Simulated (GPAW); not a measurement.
A self-consistent single point of a sheet of PtSe2 (3 atoms in the cell) with GPAW.

Computed with LDA (Perdew-Wang 92), GPAW PAW datasets LDA (gpaw-data 1.0.1) (plane waves; GPAW 25.7.0).

```yaml
crystal:
  lattice:
    - [3.61926, 0.00000, 0.00000]
    - [-1.80963, 3.13437, 0.00000]
    - [0.00000, 0.00000, 16.98204]
  atoms:
    - { symbol: Pt, position: [0.00000, 0.00000, 0.50000] }
    - { symbol: Se, position: [0.33333, 0.66667, 0.58780] }
    - { symbol: Se, position: [0.66667, 0.33333, 0.41220] }
```

Reference input (self-consistent single point, DFT PBE, plane waves, GPAW PAW datasets PBE (gpaw-data 1.0.1)): mode = pw; ecut = 550 eV; xc = PBE; kpts = 9 9 1; mesh shift (steps) = 0 0 0; occupations.name = methfessel-paxton; occupations.width = 0.136 eV; occupations.order = 0; nbands = -9; convergence.density = 1e-05 e/electron; convergence.energy = 1e-05 eV/electron; symmetry.symmorphic = false. This run's input differs from it in these lines:

```diff
@@ -14,7 +14,7 @@
 calc = GPAW(mode={'name': 'pw', 'ecut': 550},
-            xc='PBE',
+            xc='LDA',
             kpts=(9, 9, 1),
             occupations={'name': 'methfessel-paxton', 'width': 0.136, 'order': 0},
-            nbands=-9,
-            convergence={'density': 1e-05, 'energy': 1e-05},
+            nbands=-6,
+            convergence={'density': 1e-05, 'energy': 1e-05, 'bands': -4},
             symmetry={'symmorphic': False, 'tolerance': 0.0005},
```

Its files differ too (potentials: GPAW PAW datasets LDA (gpaw-data 1.0.1)).

Output, abridged:

```
     iter     time        total  log10-change:
                         energy   eigst   dens
iter:   1 --:--:--   -17.795580   +0.27
iter:   2 --:--:--   -17.517459   -0.99  -1.30
iter:   3 --:--:--   -17.047458   -1.24  -1.33
iter:   4 --:--:--   -16.950725   -1.96  -1.43
iter:   5 --:--:--   -16.905115   -1.77  -1.56
   [... 2 lines left out ...]
iter:   8 --:--:--   -16.849478   -3.22  -2.52
iter:   9 --:--:--   -16.847001   -3.31  -2.62
iter:  10 --:--:--   -16.845687   -3.38  -2.79
iter:  11 --:--:--   -16.845643   -4.10  -3.39
iter:  12 --:--:--   -16.845661c  -4.38  -3.46
iter:  13 --:--:--   -16.845699c  -4.61  -3.40
iter:  14 --:--:--   -16.845698c  -4.88  -3.37
iter:  15 --:--:--   -16.845695c  -5.15  -3.38
iter:  16 --:--:--   -16.845642c  -5.10  -3.37
   [... 7 lines left out ...]
iter:  24 --:--:--   -16.845635c  -6.76  -4.39
iter:  25 --:--:--   -16.845635c  -7.04  -4.63
iter:  26 --:--:--   -16.845635c  -7.17  -4.65
iter:  27 --:--:--   -16.845635c  -7.34  -4.74
iter:  28 --:--:--   -16.845635c  -7.46c -4.90
iter:  29 --:--:--   -16.845635c  -7.57c -4.98
iter:  30 --:--:--   -16.845635c  -7.67c -5.01c
Converged after 30 iterations.

Dipole moment: (0.000000, -0.000000, -0.000000) |e|*Ang

Energy contributions relative to reference atoms: (reference = -632131.096150)

Kinetic:        -10.038619
Potential:       +5.748166
External:        +0.000000
XC:             -12.012790
Entropy (-ST):   -0.000006
Local:           -0.542389
SIC:             +0.000000
--------------------------
Free energy:    -16.845638
Extrapolated:   -16.845635

Showing only first 2 kpts
 Kpt  Band  Eigenvalues  Occupancy
  0    12     -1.44751    1.99992
  0    13     -1.44750    1.99992
  0    14      0.92606    0.00000
  0    15      0.92610    0.00000

  1    12     -1.74765    2.00000
  1    13     -1.45168    1.99993
  1    14      0.15267    0.00000
  1    15      0.76221    0.00000

Fermi level: -1.06803

Gap: 0.756 eV
Transition (v -> c):
   [... lines left out ...]
Direct gap: 1.025 eV
Transition at: (s=0, k=3, n=13, [0.22, 0.00, 0.00])
Energy (eV): -16.845635

Forces in eV/Ang:
  0 Pt   -0.00000    0.00000    0.00000
  1 Se    0.00000   -0.00000   -1.84870
  2 Se    0.00000    0.00000    1.84870

Stress tensor:
     0.014917     0.000000     0.000000
     0.000000     0.014917    -0.000000
     0.000000    -0.000000     0.028721
Stress (GPa, Voigt): [ 2.39    2.39    4.6016 -0.      0.      0.    ]
```

The run converged in 30 iterations. GPAW prints stress with tension positive. Against the reference run the largest force goes from 1.138 to 1.849 eV/Å.

The starting cell was generated: these elements placed on a structure prototype, without a prior relaxation; it need not be a known phase or ordering of this composition. Its lattice was rescaled in the plane by a random factor within 2.5 % of one. Spin-orbit coupling is off. Forces in this geometry exceed 1 eV/Å.
